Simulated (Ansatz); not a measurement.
Base system: Al₂Cu (space group I4/mcm, No. 140; a = 6.059 Å, c = 4.874 Å).

All numbers come from PBE, PAW, 420 eV (Ansatz, an electronic-structure program; without spin-orbit coupling), earlier PAW set.

Base values:

| Property | Value |
|---|---|
| Lattice parameter a | 6.059 Å |

Modification: a hydrostatic pressure of 22.5 GPa.

Q: What does the calculation give for the lattice parameter a after the change?

A: The lattice parameter a shrinks by 0.302 Å (6.059 Å → 5.757 Å).

Load acts through the strain it causes; cell and atoms are relaxed under it. Stability against distortions was not tested. No other phases were tried under pressure. All final runs are without spin polarisation.
